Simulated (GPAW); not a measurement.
Band structure of Yb (Fm-3m, 1 atom in the cell).

```
CELL_PARAMETERS angstrom
      0.00000     2.75187     2.75187
      2.75187     0.00000     2.75187
      2.75187     2.75187     0.00000
ATOMIC_POSITIONS crystal
  Yb 0.00000 0.00000 0.00000
```

Method of the run: PBE, GPAW PAW datasets PBE (gpaw-data 1.0.1) (plane waves; GPAW).

Settings: mode = pw; ecut = 850 eV; xc = PBE; kpts = 7 7 7; mesh shift (steps) = 0 0 0; occupations.name = fermi-dirac; occupations.width = 0.1 eV; nbands = -7; convergence.density = 1e-05 e/electron; symmetry.symmorphic = false; symmetry.tolerance = 0.0005; maxiter = 150; bandpath_npoints = 40.

The starting cell comes from a database of computed structures (which also holds hypothetical and non-ambient phases and stackings), without a prior relaxation at this level. Its lattice was rescaled by a random factor within 2.5 % of one. Spin-orbit coupling is off. Spin polarisation is off.

Levels in eV from the Fermi level, bands 9 to 16:
| point | 9 | 10 | 11 | 12 | 13 | 14 | 15 | 16 |
|---|---|---|---|---|---|---|---|---|
| Γ | -0.53 | -0.45 | -0.45 | -0.45 | 2.72 | 2.72 | 2.72 | 4.56 |
| X | -0.52 | -0.50 | -0.48 | -0.48 | 0.29 | 1.23 | 5.90 | 6.21 |
| W | -0.51 | -0.51 | -0.50 | 0.04 | 0.68 | 0.68 | 2.33 | 6.09 |
| K | -0.51 | -0.49 | -0.48 | -0.17 | 0.11 | 0.95 | 4.11 | 4.20 |
| L | -0.53 | -0.47 | -0.47 | -0.45 | 0.05 | 2.54 | 2.54 | 5.89 |
| U | -0.51 | -0.49 | -0.48 | -0.17 | 0.11 | 0.95 | 4.11 | 4.20 |

Bands cross the Fermi level along this path, so the cell is metallic at this level.
